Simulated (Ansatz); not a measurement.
**Short convergence ladders for the (110) slab of WC (cut from a parent of space group no. 187; 12 atoms in the cell)**

```yaml
crystal:
  lattice:
    - [2.85420, 0.00000, 0.00000]
    - [0.00000, 5.06547, 0.00000]
    - [0.00000, 0.00000, 21.31130]
  atoms:
    - { symbol: W, position: [0.00000, 0.00000, 0.32846] }
    - { symbol: C, position: [0.50000, 0.33333, 0.32846] }
    - { symbol: W, position: [0.00000, 0.50000, 0.39708] }
    - { symbol: C, position: [0.50000, 0.83333, 0.39708] }
    - { symbol: W, position: [0.00000, 0.00000, 0.46569] }
    - { symbol: C, position: [0.50000, 0.33333, 0.46569] }
    - { symbol: W, position: [0.00000, 0.50000, 0.53431] }
    - { symbol: C, position: [0.50000, 0.83333, 0.53431] }
    - { symbol: W, position: [0.00000, 0.00000, 0.60293] }
    - { symbol: C, position: [0.50000, 0.33333, 0.60293] }
    - { symbol: W, position: [0.00000, 0.50000, 0.67154] }
    - { symbol: C, position: [0.50000, 0.83333, 0.67154] }
```

Base method: LDA (PW92), default PAW files made with PBE (plane waves; Ansatz, an electronic-structure program).

Base settings: basis.ecutwfc = 30.9 Ry; kpoints.mp_grid.grid = 7 3 1; hamiltonian.xc = lda; hamiltonian.pseudopotentials = {kind: paw} (the program's default PAW files); scf.occupations.method = gaussian; scf.occupations.width = 0.0073 Ry.

The count of work is k-points × plane waves × bands × iterations; it is no time. Core times come from one kind of shared machine, to one figure; runs under 30 s give none.

**The vacuum**

The mesh stays at the base's, so the ladder's end is converged at best in this setting alone.

Only quantities that move along the ladder and can be compared are tabulated.

| vacuum between outermost atoms (Å) | free energy less the last step's (meV/atom) | largest difference of a force vector from the last step's (eV/Å) | count of work / last |
|---|---|---|---|
| 3.0 | -127.16 | 2.010 | 0.25 |
| 4.0 | -33.99 | 0.526 | 0.27 |
| 5.0 | -9.63 | 0.159 | 0.33 |
| 6.0 | -2.34 | 0.047 | 0.36 |
| 7.0 | -0.51 | 0.011 | 0.38 |
| 8.0 | -0.13 | 0.003 | 0.41 |
| 10.0 | -0.02 | 0.000 | 0.46 |
| 12.0 | 0.00 | 0.000 | 0.52 |
| 14.0 | 0.00 | 0.000 | 0.57 |
| 17.0 | -0.01 | 0.000 | 0.65 |
| 20.0 | 0.00 | 0.000 | 0.73 |
| 25.0 | 0.00 | 0.001 | 0.87 |
| 30.0 | 0.00 | 0.000 | 1.0 |

Smallest vacuum between outermost atoms (Å) that holds the free energy within 5 meV/atom of the last step, with all finer ones: 6.0, at 0.36 of the last step's count of work; the step before is off by 9.6 meV/atom.

Smallest vacuum between outermost atoms (Å) that holds the forces within 0.02 eV/Å of the last step, with all finer ones: 7.0, at 0.38 of the last step's count of work; the step before is off by 0.047 eV/Å.

**The k-point mesh**

Only quantities that move along the ladder and can be compared are tabulated.

```tsv
kpoints.mp_grid.grid	free energy less the last step's (meV/atom)	largest difference of a force vector from the last step's (eV/Å)	count of work / last	core time / last (rough)
2 2 1	126.58	1.069	0.058	–
3 2 1	52.44	0.611	0.053	–
4 2 1	11.76	0.339	0.071	–
5 3 1	4.90	0.191	0.071	–
7 3 1	2.01	0.125	0.095	–
6 4 1	-0.33	0.066	0.16	–
7 4 1	-0.25	0.041	0.16	–
8 5 1	-0.45	0.019	0.18	–
10 6 1	-0.13	0.013	0.29	–
11 7 1	-0.31	0.030	0.29	–
13 8 1	0.01	0.010	0.42	0.4
16 9 1	0.01	0.006	0.54	0.5
18 11 1	-0.01	0.005	0.71	0.7
22 12 1	0.00	0.000	1.0	1
```

Coarsest kpoints.mp_grid.grid that holds the free energy within 1 meV/atom of the last step, with all finer ones: 6 4 1, at 0.16 of the last step's count of work; the step before is off by 2.0 meV/atom.

**The plane-wave cutoff**

The mesh stays at the base's, so the ladder's end is converged at best in this setting alone.

Only quantities that move along the ladder and can be compared are tabulated.

```tsv
basis.ecutwfc	free energy less the last step's (meV/atom)	largest difference of a force vector from the last step's (eV/Å)	count of work / last
15.4 Ry	1942.40	0.312	0.12
18.4 Ry	527.97	0.072	0.16
21.7 Ry	122.50	0.051	0.20
26.1 Ry	17.94	0.008	0.28
30.9 Ry	2.45	0.001	0.36
37.1 Ry	0.37	0.000	0.47
46.3 Ry	0.16	0.000	0.65
61.7 Ry	0.00	0.000	1.0
```

Coarsest basis.ecutwfc that holds the forces within 0.02 eV/Å of the last step, with all finer ones: 26.1 Ry, at 0.28 of the last step's count of work; the step before is off by 0.051 eV/Å.

Coarsest basis.ecutwfc that holds the free energy within 5 meV/atom of the last step, with all finer ones: 30.9 Ry, at 0.36 of the last step's count of work; the step before is off by 18 meV/atom.

On the base run: the starting cell has typed, rounded lattice constants, without a prior relaxation at this level. The slab is cut from that crystal, and its faces are unrelaxed. Its lattice was rescaled by up to half a per cent. Spin polarisation is off. In the base run, forces exceed 1 eV/Å.

Keys are those of Ansatz 0.2.
